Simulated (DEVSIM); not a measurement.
Device: illuminated InP p-on-n cell, one wavelength, at 300 K.

| layer (left to right) | material | thickness (μm) | Nd (cm⁻³) | Na (cm⁻³) | τn (s) | τp (s) | absorption coefficient (cm⁻¹) |
|---|---|---|---|---|---|---|---|
| 1 | InP | 0.360 | - | 2.1e18 | 1.8e-9 | 7.5e-11 | 52000 |
| 2 | InP | 2.10 | 4.1e15 | - | 3e-9 | 3e-9 | 52000 |

Left contact: ohmic, minority electron recombination velocity 5e5 cm/s. Right contact: ohmic, minority hole recombination velocity 6e5 cm/s. Voltage is applied to the left contact. Recombination: SRH at mid-gap, radiative, Auger. Light enters at the left, 2.6e18 photons cm⁻² s⁻¹, one pass, no reflection. Mobility is μmin + (μ − μmin)/(1 + (N/Nref)^α).

The device is made up for the run: typed textbook-type constants, with dimensions and the other settings drawn at random. Values at 300 K.

| parameter | InP |
|---|---|
| gap (eV) | 1.344 |
| affinity (eV) | 4.38 |
| permittivity | 12.5 |
| Nc (cm⁻³) | 5.7e17 |
| Nv (cm⁻³) | 1.1e19 |
| μn (cm²/Vs) | 5200 |
| μp (cm²/Vs) | 170 |
| μn,min | 400 |
| μp,min | 10 |
| Nref,n | 3e17 |
| Nref,p | 4.9e17 |
| αn | 0.47 |
| αp | 0.62 |
| B (cm³/s) | 1.2e-10 |
| Cn (cm⁶/s) | 9e-31 |
| Cp (cm⁶/s) | 9e-31 |

DEVSIM, 1D drift-diffusion, Boltzmann statistics, complete ionisation; no tunnelling, impact ionisation, image-force lowering or self-heating.

The thickness of layer 2 was swept, all else fixed.

| thickness of layer 2 (μm) | open-circuit voltage (V) | short-circuit current (mA/cm²) | largest power (mW/cm²) | dark forward voltage at 1 A/cm² (V) |
|---|---|---|---|---|
| 0.42 | 0.856 | 343 | 247 | 0.888 |
| 0.73 | … | 348 | 255 | … |
| 1.3 | 0.885 | 349 | 259 | 0.917 |
| 2.1 | 0.889 | 349 | 260 | 0.921 |
| 3.6 | 0.890 | 350 | 261 | 0.923 |
| 6.3 | 0.890 | 350 | 261 | 0.923 |
| 10 | 0.890 | 350 | 261 | 0.923 |

Some entries are withheld; supply them.


- 0.73, open-circuit voltage (V): 0.874
- 0.73, dark forward voltage at 1 A/cm² (V): 0.906
